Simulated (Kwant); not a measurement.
Device: six-terminal Hall bar in a In0.53Ga0.47As two-dimensional gas. Effective mass 0.041 mₑ, grid spacing 3.8 nm, hard walls, nominal width 100 nm (27 grid rows, so walls 106.4 nm apart), one parabolic valley, scattering region 260 nm long along x; energies count from the band bottom; Fermi energy 0.0371 eV. Four side probes 50 nm wide, two on each edge; current runs along x; the sign of the Hall resistance is a convention. Perpendicular field swept from 1.0949 to 22.337 T, also in the leads; orbital effect alone.

The device is made up for the run: typed textbook-type constants, with dimensions and the other settings drawn at random.

Computed with Kwant: effective-mass tight-binding model on a square grid, one spin, coherent transport at 0 K. Resistances are in h/e².

Q: How many Landau levels lie under the Fermi energy, and what Hall resistance follows, at 37.1 meV and 2.17 T; 37.1 meV and 7.58 T; 37.1 meV and 13.0 T; 37.1 meV and 18.4 T?

A: ħωc = ħeB/m = 2.82 meV a tesla; levels lie at (n + ½)ħωc. E/ħωc = 6.04 gives 6 levels and h/(6e²) = 0.167; simulated 0.131, off the plateau. E/ħωc = 1.73 gives 2 levels and h/(2e²) = 0.500; simulated 0.500. E/ħωc = 1.01 gives 1 level and h/(1e²) = 1.000; simulated 1.000. E/ħωc = 0.72 gives 1 level and h/(1e²) = 1.000; simulated 1.000. The count is that of a wide sample; where the walls of bar or probes squeeze the orbits, it misses.
